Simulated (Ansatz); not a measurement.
Electronic density of states of amorphous Si$_{36}$C$_{20}$H$_{14}$, density 2.28 g/cm³, on a 2×2×2 Γ-centred mesh with a Gaussian width of 0.1 eV; energies count from the Fermi level. Cell and mesh are small, so fine structure isn't converged. These are PBE, scalar-relativistic without spin-orbit coupling (plane waves to 420 eV, PAW; Ansatz, a first-principles code) values and carry that method's errors. Sampling: a 2×2×2 Γ-centred mesh; Fermi-Dirac width 0.05 eV; no spin polarisation. The levels at the Fermi energy are partly filled. A closed spacing in one fast-quenched cell at PBE doesn't show the material to be a metal.

The cell was made by melting and quenching with the CHGNet potential and then relaxed with DFT. The hot cell started wider than the set density and was brought back towards it in steps. It is the lowest in DFT energy of 2 quenches. It is a model cell: composition and starting density were chosen by hand, and all elements were melted together. No dispersion term was used. Its density started from a set value of 2.20 and ended at 2.28 g/cm³. The simulated quench (nominally 370 K/ps over its main leg) is rapid and tends to freeze in more defects than a deposited or slowly cooled glass has. Values belong to this one cell and scatter from quench to quench. The volume was free in the relaxation, at fixed shape. Stress components on the final sampling reach 3.2 GPa. On a 2×2×2 Γ-centred mesh force components of up to 0.21 eV/Å stay, since the relaxation ran on one k-point at (1/4, 1/4, 1/4).

```csv
E - EF (eV),states/(eV atom)
-12.00,0.14
-11.90,0.13
-11.80,0.08
-11.70,0.10
-11.60,0.14
-11.50,0.12
-11.40,0.11
-11.30,0.13
-11.20,0.21
-11.10,0.20
-11.00,0.14
-10.90,0.11
-10.80,0.15
-10.70,0.13
-10.60,0.10
-10.50,0.09
-10.40,0.08
-10.30,0.08
-10.20,0.11
-10.10,0.14
-10.00,0.17
-9.90,0.17
-9.80,0.15
-9.70,0.20
-9.60,0.21
-9.50,0.16
-9.40,0.14
-9.30,0.19
-9.20,0.21
-9.10,0.20
-9.00,0.20
-8.90,0.20
-8.80,0.21
-8.70,0.23
-8.60,0.21
-8.50,0.19
-8.40,0.23
-8.30,0.24
-8.20,0.26
-8.10,0.24
-8.00,0.20
-7.90,0.23
-7.80,0.26
-7.70,0.26
-7.60,0.23
-7.50,0.21
-7.40,0.24
-7.30,0.26
-7.20,0.27
-7.10,0.28
-7.00,0.27
-6.90,0.26
-6.80,0.32
-6.70,0.31
-6.60,0.25
-6.50,0.28
-6.40,0.30
-6.30,0.31
-6.20,0.29
-6.10,0.26
-6.00,0.24
-5.90,0.26
-5.80,0.28
-5.70,0.28
-5.60,0.29
-5.50,0.29
-5.40,0.33
-5.30,0.33
-5.20,0.31
-5.10,0.34
-5.00,0.35
-4.90,0.33
-4.80,0.34
-4.70,0.38
-4.60,0.37
-4.50,0.35
-4.40,0.40
-4.30,0.40
-4.20,0.31
-4.10,0.27
-4.00,0.33
-3.90,0.36
-3.80,0.34
-3.70,0.41
-3.60,0.41
-3.50,0.35
-3.40,0.31
-3.30,0.36
-3.20,0.38
-3.10,0.34
-3.00,0.34
-2.90,0.33
-2.80,0.35
-2.70,0.31
-2.60,0.27
-2.50,0.32
-2.40,0.32
-2.30,0.32
-2.20,0.33
-2.10,0.35
-2.00,0.37
-1.90,0.41
-1.80,0.33
-1.70,0.30
-1.60,0.32
-1.50,0.28
-1.40,0.27
-1.30,0.29
-1.20,0.30
-1.10,0.28
-1.00,0.25
-0.90,0.21
-0.80,0.18
-0.70,0.20
-0.60,0.17
-0.50,0.09
-0.40,0.07
-0.30,0.07
-0.20,0.10
-0.10,0.14
0.00,0.14
0.10,0.08
0.20,0.08
0.30,0.06
0.40,0.06
0.50,0.11
0.60,0.19
0.70,0.26
0.80,0.26
0.90,0.21
1.00,0.17
1.10,0.16
1.20,0.17
1.30,0.26
1.40,0.29
1.50,0.27
1.60,0.26
1.70,0.29
1.80,0.30
1.90,0.28
2.00,0.34
2.10,0.39
2.20,0.35
2.30,0.36
2.40,0.34
```
